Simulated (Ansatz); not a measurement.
An Ansatz (a first-principles code) input (PBE-D3(BJ) (Ansatz; PAW; 420 eV plane waves; no spin-orbit coupling)):

Ansatz 0.2 input:
```yaml
crystal:
  lattice:
    - [3.6057012228, 0, 0]
    - [1.8028506114, 3.1226288574, 0]
    - [0, 0, 17.9128716069]
  atoms:
    - { symbol: S, position: [0.6666666667, 0.6666666667, 0.4186933377] }
    - { symbol: Hf, position: [0, 0, 0.5] }
    - { symbol: S, position: [0.3333333333, 0.3333333333, 0.5813066623] }
basis: { ecutwfc: 420, ecutrho_ratio: 4, xc_grid: 2, fft_grid_basis: typed }
kpoints: { mp_grid: { grid: [11, 11, 1] } }
hamiltonian:
  xc: pbe
  dispersion: d3bj
  pseudopotentials: { kind: paw }
scf: { occupations: { method: fermi_dirac, width: 0.05 } }
relax: { f_tol: 0.01, max_steps: 60, cell: { stress_tol: 0.02, fix: [c, alpha, beta] } }
output: { forces: true, stress: true }
checkpoint: { write: state.ck, write_every: 1000 }
```

Which symmetry and how many k-points will the program report, and about how many plane waves at Γ?

Space group P-3m1 (ITA 164) with 12 operations, k-points 16 of 121, and 3887 plane waves at Γ.

Stability against distortions was not tested. The cell was made from HfS2 in the CdI2 type structure (space group P-3m1, No. 164; layered, stacked along the Cartesian z axis) by this change: a free-standing slab of 1 layer (3 atoms, 3 a layer) is cut normal to the stacking axis, with 15 Å of vacuum and the in-plane cell relaxed.
